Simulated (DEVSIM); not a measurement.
Device: abrupt Si p-n junction, at 300 K.

Layer 1 from the left is Si, thickness (μm) 2.10, Na (cm⁻³) 6.1e16, τn (s) 0.00014, τp (s) 0.00014. Layer 2 from the left is Si, thickness (μm) 93.0, Nd (cm⁻³) 3e15, τn (s) 0.00014, τp (s) 0.00014.

Left contact: ohmic. Right contact: ohmic. Voltage is applied to the left contact. Recombination: SRH at mid-gap, radiative, Auger. Mobility is constant in doping.

This is a model device: material constants are rounded textbook-type values typed into the input, and sizes, dopings and lifetimes were drawn at random. Values at 300 K.

Si: gap (eV) 1.124, affinity (eV) 4.05, permittivity 11.7, Nc (cm⁻³) 2.86e19, Nv (cm⁻³) 3.1e19, μn (cm²/Vs) 1417, μp (cm²/Vs) 470, B (cm³/s) 4.7e-15, Cn (cm⁶/s) 2.8e-31, Cp (cm⁶/s) 9.9e-32.

DEVSIM, 1D drift-diffusion, Boltzmann statistics, complete ionisation; no tunnelling, impact ionisation, image-force lowering or self-heating.

Dark forward current:

```csv
|V| (V),|J| (A/cm²)
0.05,4.262e-10
0.10,3.121e-9
0.15,2.113e-8
0.20,1.440e-7
0.25,9.884e-7
0.30,6.814e-6
0.35,4.705e-5
0.40,0.0003250
0.45,0.002244
0.50,0.01542
0.55,0.1026
0.60,0.5818
0.65,2.249
0.70,5.866
0.75,11.84
0.80,20.38
0.85,31.63
0.90,45.67
0.95,62.55
1.00,82.32
1.05,105.0
1.10,130.6
1.15,159.2
1.20,190.7
1.25,225.1
1.30,262.6
```

Work out the local ideality factor n = ΔV / (kT/q · ln(J2/J1)) between the rows 0.15 and 0.20 V, 0.35 and 0.40 V, 1.25 and 1.30 V.

kT/q = 25.85 mV. From 0.15 to 0.20 V: ln(1.440e-7/2.113e-8) = 1.919, n = 1.01, near the 1 of diffusion or emission over a barrier. From 0.35 to 0.40 V: ln(0.0003250/4.705e-5) = 1.933, n = 1.00, near the 1 of diffusion or emission over a barrier. From 1.25 to 1.30 V: ln(262.6/225.1) = 0.154, n = 12.55.

Estimate the current at 0.35 V from the Shockley equation with J0 = Σ q ni² D/(N L) coth(W/L), τ joining the SRH, radiative and Auger lifetimes that are on, and W taken as the whole layer.

ni² = 1.16e20 cm⁻⁶; electrons in the p layer: μ = 1420 cm²/Vs, D = 36.6 cm²/s, τ = 0.000128 s, L = 685 μm, W/L = 0.0031, term 5.31e-11 A/cm²; holes in the n layer: μ = 470 cm²/Vs, D = 12.1 cm²/s, τ = 0.000140 s, L = 412 μm, W/L = 0.23, term 8.22e-12 A/cm². J0 = 6.13e-11 A/cm², and J = J0 exp(qV/kT) = 4.65e-5 A/cm². The simulation gives 4.70e-5 A/cm²; the estimate lies 1.1 % below. The estimate leaves out recombination in the depletion region and that region's share of W.
